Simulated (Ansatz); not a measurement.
How the bulk modulus of WIr (model structure, Fm-3m, No. 225, 2 atoms in the cell) moves with the method

No measured value is used here.

```csv
level (code),value (GPa),cell (Å³/atom)
LDA (Ansatz),280,16.75
PBE (Ansatz),246,17.59
PBEsol (Ansatz),268,17.04
```

Density-functional levels without +SOC have no spin–orbit coupling. LDA, PBE, PBEsol: the run has no spin polarisation, so it can have missed a magnetic state. LDA, PBE, PBEsol: the bulk modulus is −V dP/dV from two relaxed cells at ±2 % in volume. Each level is taken at its own relaxed cell. Ansatz's density-functional and Hartree–Fock values are scalar-relativistic unless marked +SOC, with PAW data made under PBE.

A model structure was made by putting elements into a prototype or built by hand; it is no filed structure, need not be a known phase, and can be a saddle point held by its symmetry.

Ansatz is a first-principles code.
